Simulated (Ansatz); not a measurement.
# Ti (P6/mmm, No. 191, 3 atoms in the cell; start mp-72; another form than the element's usual one)

Calculation: LDA in Ansatz (PAW).

Numerical settings: plane-wave cutoff 520 eV, 18×18×20 k mesh (along the axes of the cell as run), Fermi–Dirac smearing 0.05 eV, no spin polarisation, scalar-relativistic PAW data made under PBE.

Cell (relaxed at this level):

```
Ti
1.0
    4.45065     0.00000     0.00000
   -2.22533     3.85438     0.00000
    0.00000     0.00000     2.77081
Ti
3
Direct
  0.00000   0.00000   0.00000
  0.33333   0.66667   0.50000
  0.66667   0.33333   0.50000
```

| Property | Result |
|---|---|
| bulk modulus B0 | 128 GPa |

Note: the run has no spin polarisation, so it can have missed a magnetic state; the bulk modulus is −V dP/dV from two relaxed cells at ±2 % in volume; the relaxation could not lower the start's symmetry, so the cell can be a saddle point above a distorted one.

Cost on a shared machine: roughly 120 core-seconds.

A start named mp-… is a Materials Project structure, which need not be a measured phase.

Ansatz is a program for electronic structure.
